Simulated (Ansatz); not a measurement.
An Ansatz (a first-principles code) input (r2SCAN/PAW in Ansatz, no spin-orbit coupling):

Ansatz 0.2 input:
```yaml
crystal:
  lattice:
    - [6.8020388534, 0, 0]
    - [3.4010194267, 5.8907384446, 0]
    - [3.4010194267, -1.9635794815, 2.92232502]
  atoms:
    - { symbol: Ca, position: [0, 0, 0] }
    - { symbol: Ti, position: [0, 0.5, 0.5] }
    - { symbol: Se, position: [0, 0.5, 0] }
    - { symbol: Se, position: [0.5, 0.5, 0] }
    - { symbol: Se, position: [0.5, 0, 0] }
basis: { ecutwfc: 500, ecutrho_ratio: 4, xc_grid: 4, fft_grid_basis: typed }
kpoints: { mp_grid: { grid: [10, 10, 10] } }
hamiltonian:
  xc: r2scan
  dispersion: none
  pseudopotentials: { kind: paw }
scf: { occupations: { method: fermi_dirac, width: 0.05 }, convergence: { dr2_threshold: 0.0000000005 } }
output: { forces: true, stress: true }
checkpoint: { write: state.ck, write_every: 1000 }
```

Problem. Which symmetry and how many k-points will the program report, and about how many plane waves at Γ?

Solution. Space group R-3m (ITA 166) with 12 operations, k-points 116 of 1000, and 2975 plane waves at Γ.

Problem. And the final pressure?

Solution. 3.72 GPa (compression positive).

Single points use the geometry relaxed with PBEsol. The cells carry an imposed strain or load. Whether these cells are dynamically stable was not tested. The final runs are not spin-polarised. The cell was made from CaTiSe3 in the cubic perovskite structure (space group Pm-3m, No. 221; a hypothetical phase, not in the database extracts checked) by this change: biaxial strain −2.25 %, plane normal [111], relaxed out of plane. Many cubic perovskites are stable only at high temperature; tilts and polar distortions were not tested. CaTiSe3 has a high density of states at the Fermi level and may be magnetic at this level.
